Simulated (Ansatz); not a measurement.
System: WP2 (Cmc2₁, No. 36, 6 atoms in the cell; start mp-11328). Method: LDA (Ansatz, a quantum-chemistry and plane-wave program, plane waves, PAW).

Numerical settings: plane-wave cutoff 520 eV, 18×18×12 k mesh (along the axes of the cell as run), Fermi–Dirac smearing 0.05 eV, no spin polarisation, scalar-relativistic PAW data made under PBE.

Cell (relaxed at this level):

WP₂ is modelled in the orthorhombic space group Cmc2₁ (No. 36), Pearson symbol oS12. Conventional cell: a = 3.1321 Å, b = 11.0802 Å, c = 4.9321 Å, α = 90.00°, β = 90.00°, γ = 90.00°. P1 on 4a is coordinated by 1 P at 2.151 Å and 4 W at 2.462–2.466 Å. P2 on 4a is surrounded by 1 P at 2.151 Å and 3 W at 2.466–2.472 Å. W on 4a is surrounded by 7 P at 2.462–2.472 Å and 4 W at 3.132–3.217 Å. (Neighbours: up to the widest gap in distance over summed covalent radii, below 1.35, at either atom; cation-cation and far metal-metal contacts left out.)
(The calculation used a cell of 6 atoms; values per cell refer to that cell.)

Question: What does this level give for the bulk modulus?

Answer: 
- bulk modulus: 209 GPa

Note: the bulk modulus is −V dP/dV from two relaxed cells at ±2 % in volume; the relaxation could not lower the start's symmetry, so the cell can be a saddle point above a distorted one.

Spin–orbit coupling is not included; it can open a gap where bands touch, and shift volumes and moduli.

The computed numbers hold no vibrational or temperature effects.

A start named mp-… is a Materials Project structure, which need not be a measured phase.
